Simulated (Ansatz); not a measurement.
Take Mg₂Si (space group Fm-3m, No. 225; a = 6.3255 Å) as the base. Axes: x, y, z lie along the cube axes.

Computed with PBEsol (Ansatz, a quantum-chemistry and plane-wave program; PAW; 420 eV plane waves; no spin-orbit coupling), earlier PAW set.

One thing is altered: uniaxial stress, 2 GPa tension along x, with the cell and atoms free to relax against it.

**Question.** What happens to the mean lateral Poisson ratio, energy relative to the base and secant Young's modulus along x?

**Answer.** The mean lateral Poisson ratio is 0.17; the energy rises by 2.5 meV/atom; the secant Young's modulus along x comes out as 110 GPa.

Load acts through the strain it causes; cell and atoms are relaxed under it. Stability under load was not tested beyond the relaxation.
